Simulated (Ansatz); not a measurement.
## PbI2 in the CdI2 type structure (space group P-3m1, No. 164; layered)

```xyz
3
Lattice="4.4389 0.0000 0.0000 -2.2195 3.8442 0.0000 0.0000 0.0000 6.7413" Properties=species:S:1:pos:R:3 pbc="T T T"
Pb     0.0000     0.0000     0.0000
I      0.0000     2.5628     1.8892
I      2.2195     1.2814     4.8522
```

Computed with DFT with PBEsol-D3(BJ), PAW potentials and a 420 eV plane-wave cutoff in Ansatz (a first-principles code), spin-orbit coupling left out. k-mesh 9×9×5 (Γ-centred); smearing 0.05 eV (Fermi–Dirac).

| Item | Result |
|---|---|
| Volume per atom | 38.35 Å³ |
| Density | 6.65 g/cm³ |
| Band gap | 1.92 eV, direct at A |
| Electron mass | 0.78 mₑ along k, 0.21 mₑ across |
| Hole mass | 0.44 mₑ along k, 0.40 mₑ across |
| Total energy | -8874.100 eV/atom (σ→0; compares only within this code and set-up) |

With I and Pb present, leaving out spin-orbit coupling can change the band edges. Masses are band curvatures over ±0.01 Å⁻¹ around the edge. Along k means along the line from Γ to the band edge. Whether these cells are dynamically stable was not tested.
